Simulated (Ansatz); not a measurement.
**Pressure series in GaSb**

The parent structure is GaSb in the zinc blende structure (space group F-43m, No. 216).

```
CELL_PARAMETERS angstrom
      0.00000     3.10704     3.10704
      3.10704     0.00000     3.10704
      3.10704     3.10704     0.00000
ATOMIC_POSITIONS crystal
  Sb 0.75000 0.75000 0.75000
  Ga 0.00000 0.00000 0.00000
```

Cell and atoms are relaxed at each pressure.

Calculations: Ansatz (a first-principles code) PBE, without spin-orbit coupling, earlier PAW set.

Candidates:
(a) pressure 9 GPa
(b) pressure 1.8 GPa
(c) pressure 45 GPa

For the base:

```
Property  Result
--------  ------
Band gap    zero
```

Order them by band gap, lowest first.

(b) pressure 1.8 GPa (zero), (c) pressure 45 GPa (0.14 eV), (a) pressure 9 GPa (0.62 eV)

With Sb present, leaving out spin-orbit coupling can change the band edges. Load acts through the strain it causes; cell and atoms are relaxed under it. Stability against distortions was not tested. Tetrahedral semiconductors of this kind turn to denser phases somewhere between about 1 and 50 GPa; those were not computed, so compressed cells here can lie past the real transition. All final runs are without spin polarisation. The zero or small gap of GaSb can change with the level of theory.
